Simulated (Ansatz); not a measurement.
Si3N4 under a change: pressure 0.7 GPa

Start from Si$_{3}$N$_{4}$ (space group Fd-3m, No. 227; a = 7.7437 Å).

Now apply this change: a hydrostatic pressure of 0.7 GPa.

Level of theory: Kohn–Sham DFT with the PBEsol functional, run in Ansatz (an electronic-structure program) with PAW and 420 eV plane waves, without spin-orbit coupling. k-mesh 6×6×6 (Γ-centred); smearing 0.05 eV (Fermi–Dirac).

```json
[
 {"quantity": "density", "base": "4.01 g/cm³", "changed": "4.02 g/cm³", "shift": "+0.01 g/cm³"},
 {"quantity": "lattice parameter a", "base": "7.744 Å", "changed": "7.738 Å", "shift": "-0.006 Å"},
 {"quantity": "shortest interatomic distance", "base": "1.776 Å", "changed": "1.775 Å", "shift": "-0.0015 Å"},
 {"quantity": "enthalpy H = E + PV relative to the base's energy", "base": "–", "changed": "+0.04 eV/atom", "shift": "–"},
 {"quantity": "band gap", "base": "3.29 eV", "changed": "3.30 eV", "shift": "+0.01 eV"},
 {"quantity": "smallest direct gap", "base": "3.32 eV", "changed": "3.33 eV", "shift": "+0.01 eV"},
 {"quantity": "width of the top valence band", "base": "0.77 eV", "changed": "0.78 eV", "shift": "+0.003 eV"},
 {"quantity": "electron mass (degenerate bands, along [100])", "base": "0.33, 0.33, 0.59 mₑ (at Γ)", "changed": "0.33, 0.33, 0.59 mₑ (at Γ)", "shift": "–"}
]
```

Final structure:

```yaml
crystal:
  lattice:
    - [0.00000, 3.86891, 3.86891]
    - [3.86891, 0.00000, 3.86891]
    - [3.86891, 3.86891, 0.00000]
  atoms:
    - { symbol: Si, position: [0.62500, 0.62500, 0.62500] }
    - { symbol: Si, position: [0.12500, 0.62500, 0.62500] }
    - { symbol: Si, position: [0.62500, 0.12500, 0.62500] }
    - { symbol: Si, position: [0.62500, 0.62500, 0.12500] }
    - { symbol: Si, position: [0.25000, 0.25000, 0.25000] }
    - { symbol: Si, position: [0.00000, 0.00000, 0.00000] }
    - { symbol: N, position: [0.86756, 0.86756, 0.86756] }
    - { symbol: N, position: [0.39731, 0.86756, 0.86756] }
    - { symbol: N, position: [0.86756, 0.39731, 0.86756] }
    - { symbol: N, position: [0.86756, 0.86756, 0.39731] }
    - { symbol: N, position: [0.38244, 0.38244, 0.38244] }
    - { symbol: N, position: [0.85269, 0.38244, 0.38244] }
    - { symbol: N, position: [0.38244, 0.85269, 0.38244] }
    - { symbol: N, position: [0.38244, 0.38244, 0.85269] }
```

Load acts through the strain it causes; cell and atoms are relaxed under it. Masses are band curvatures over ±0.01 Å⁻¹ around the edge. Stability against distortions was not tested.
